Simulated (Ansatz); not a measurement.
The parent structure is SrGeO3 (space group P-62m, No. 189; a cell from a computed database, its experimental status unchecked).

```
SrGeO3
1.0
    6.90463     0.00000     0.00000
   -3.45232     5.97959     0.00000
    0.00000     0.00000     5.72019
Sr Ge O
3 3 9
Direct
  0.00000   0.33498   0.50000
  0.33498   0.00000   0.50000
  0.66502   0.66502   0.50000
  0.27157   0.27157   0.00000
  0.00000   0.72843   0.00000
  0.72843   0.00000   0.00000
  0.75199   0.75199   0.00000
  0.00000   0.24801   0.00000
  0.24801   0.00000   0.00000
  0.36284   0.36284   0.28114
  0.00000   0.63716   0.71886
  0.63716   0.00000   0.28114
  0.36284   0.36284   0.71886
  0.00000   0.63716   0.28114
  0.63716   0.00000   0.71886
```

The values are results of PBEsol in Ansatz (plane waves to 420 eV, PAW, no spin-orbit coupling), not measurements.

One change was made to it. Results:

| quantity | base | after |
|---|---|---|
| valence-band top at Γ (three highest levels, from the VBM) | 0.00, 0.00, -0.33 eV | 0.00, 0.00, -0.58 eV |
| shortest interatomic distance | 1.727 Å | 1.712 Å |
| band gap | 3.01 eV | 2.97 eV |

Q: Which change produced these results?
(A) pressure 1.5 GPa
(B) pressure 3 GPa
(C) pressure 10 GPa
(D) pressure 0.7 GPa
(E) pressure −1 GPa

A: C, pressure 10 GPa. For comparison, the valence-band top at Γ in the other runs: pressure 0.7 GPa gives 0.00, 0.00, -0.36 eV; pressure 3 GPa gives 0.00, 0.00, -0.45 eV; pressure 1.5 GPa gives 0.00, 0.00, -0.39 eV; pressure −1 GPa gives 0.00, 0.00, -0.30 eV.

Load acts through the strain it causes; cell and atoms are relaxed under it. No phonon test of stability was made. Competing high-pressure phases were not computed.

Ansatz is a program for electronic structure.
